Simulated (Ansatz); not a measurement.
CoO (R3m, No. 160, 4 atoms in the cell; start mp-22408; a measured phase of this formula has another space group) was calculated with PBEsol (plane waves, PAW; Ansatz, an electronic-structure program).

Numerical settings: plane-wave cutoff 520 eV, 20×20×20 k mesh, Fermi–Dirac smearing 0.05 eV, spin-polarised start, scalar-relativistic PAW data made under PBE.

Cell (relaxed at this level):

```cif
data_Co2O2
_chemical_formula_sum 'Co2 O2'
_space_group_name_H-M_alt 'P 1'
_space_group_IT_number 1
_cell_length_a 5.27725
_cell_length_b 5.27725
_cell_length_c 5.27725
_cell_angle_alpha 34.578
_cell_angle_beta 34.578
_cell_angle_gamma 34.578
loop_
_space_group_symop_operation_xyz
  'x, y, z'
loop_
_atom_site_label
_atom_site_type_symbol
_atom_site_fract_x
_atom_site_fract_y
_atom_site_fract_z
_atom_site_occupancy
Co1 Co 0.00007 0.00007 0.00007 1
Co2 Co 0.50006 0.50006 0.50006 1
O1 O 0.37494 0.37494 0.37494 1
O2 O 0.87494 0.87494 0.87494 1
```

**Question.** Estimate the bulk modulus that the calculation returns.

**Answer.** 
- bulk modulus: 146 GPa

Note: the magnetic order was assumed, not searched for or taken from measurement; the bulk modulus is −V dP/dV from two relaxed cells at ±2 % in volume; the relaxation could not lower the start's symmetry, so the cell can be a saddle point above a distorted one; functionals without U or exact exchange can leave correlated insulators metallic, so the missing gap need not be real.

The computed numbers hold no vibrational or temperature effects.

The result took very roughly 50 core-minutes.

A start named mp-… is a Materials Project structure, which need not be a measured phase.
